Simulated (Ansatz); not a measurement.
Abridged Ansatz (a quantum-chemistry and plane-wave program) output:

```
Relaxation: its limit of steps is 60 (relax.max_steps)
Pseudopotential: Hf, paw, valence charge 26
Pseudopotential: O, paw, valence charge 6
Crystal: 6 atoms, lattice volume = 65.758 Å³
Basis set: ecut = 420 eV, 1277 PW (Γ), exchange–correlation on 48×48×72 points (8 copies of the dense FFT grid, shifted against one another)
Bands: 46, of which v1, the nominal top of the filled ones, is band 38 counted from 1 (37 counted from 0)
Symmetry: 16 space group operations
k-points: 60 of 567
Functional: x = pbesol(κ = 0.804, μ = 0.12345679012345678), c = pbesol(β = 0.046)
SCF iter   1: F=—  HF=-33453.181947 eV  |F-HF|=—  |Δ(HF+E_count)|=         —  Δρ=9.27e-2  dr2=4.28e0  ethr=3.10e-3  ⟨swp⟩=6.0  Hψ=8853  notcnv=0
SCF iter   2: F=—  HF=-33452.196839 eV  |F-HF|=—  |Δ(HF+E_count)|=   9.85e-1  Δρ=4.24e-2  dr2=1.00e0  ethr=3.10e-3  ⟨swp⟩=2.4  Hψ=5668  notcnv=0  defer=222
SCF 1 converged in 10 iterations: F = -33451.857461 eV  dr2 = 4.08e-10
relax step   1: F+E_penalty+E_count = -33451.85746080 eV  Δ(F+E_penalty+E_count) = +0.000e0 eV  max|allowed force component| = 1.018e-4 eV/Å  Δτ_max = 0.0000 Å  P = -0.002 GPa  Ω = 65.758 Å³  (10 SCF iters, dr2 threshold 1.00e-7 eV, accepted)
[... steps on the carried basis left out ...]
relax step   8: F+E_penalty+E_count = -33451.85643280 eV  Δ(F+E_penalty+E_count) = -3.381e-5 eV  max|allowed force component| = 1.098e-5 eV/Å  Δτ_max = 0.0000 Å  P = -0.999 GPa  Ω = 66.099 Å³  stress off target by 1.19e-3 GPa  SCF on the basis re-selected at this cell (its energy is not comparable with the rows above)  (7 SCF iters)
SCF converged after 7 iterations
Free energy (F): -33451.856433 eV
Internal energy: -33451.856433 eV  (E = F + TS)
E sigma→0 (E₀):  -33451.856433 eV
Fermi energy:    16.028530 eV
--- Forces (eV/Å), atoms counted from 1 ---
  atom   1  Hf     0.00000000     0.00000000    -0.00000000
  atom   2  Hf     0.00000000     0.00000000     0.00000000
  atom   3  O      0.00000000     0.00000000    -0.00001098
  atom   4  O      0.00000000     0.00000000    -0.00001098
  atom   5  O      0.00000000     0.00000000     0.00001098
  atom   6  O      0.00000000     0.00000000     0.00001098
--- Stress (GPa, compression-positive) ---
       -0.998827       0.000000       0.000000
        0.000000      -0.998827       0.000000
        0.000000       0.000000      -0.998807
  P = ⅓ Tr σ = -0.9988 GPa (-9.988 kbar)
--- Relaxed structure (6 steps of the walk, 6 accepted, 2 SCFs on fresh bases) ---
  cell:  # Å, volume = 66.0994 Å³
    - [3.5721947755118473, 1.3298893351313287e-36, 0.0]
    - [1.3298893351313287e-36, 3.5721947755118473, 0.0]
    - [0.0, 0.0, 5.179969435151234]
  atoms:
    - { symbol: Hf, position: [4.1736418310068e-37, -3.2071142490894357e-37, -3.497407789026255e-21] }
    - { symbol: Hf, position: [0.5, 0.5, 0.5] }
    - { symbol: O, position: [8.391216733918937e-37, 0.5, 0.1989618347156816] }
    - { symbol: O, position: [-1.691423268355387e-36, 0.5, 0.6989618347156816] }
    - { symbol: O, position: [0.5, -3.2071142490894357e-37, 0.3010381652843185] }
    - { symbol: O, position: [0.5, 5.755232419598852e-37, 0.8010381652843183] }
```

Q: What was computed, and what are the main results?

A: HfO2, 6 atoms in the cell, with plane-wave PAW DFT at the PBEsol level (Ansatz, 420 eV), spin-orbit coupling left out, earlier PAW set, from a series relaxed to a target (pressure −1 GPa). The last SCF converged to F = -33451.856433 eV, or -5575.3094 eV per atom, at a pressure of -1.00 GPa. The total energy compares only with runs of the same code, potentials and settings.

Spin-orbit coupling, missing from the scalar runs, can matter with Hf. Load acts through the strain it causes; cell and atoms are relaxed under it. Whether these cells are dynamically stable was not tested. The cell was made from HfO₂ (space group P4_2/nmc, No. 137) by this change: pressure −1 GPa. This is not the structure that HfO2 has at room temperature and ambient pressure.

Keys are those of Ansatz 0.2.
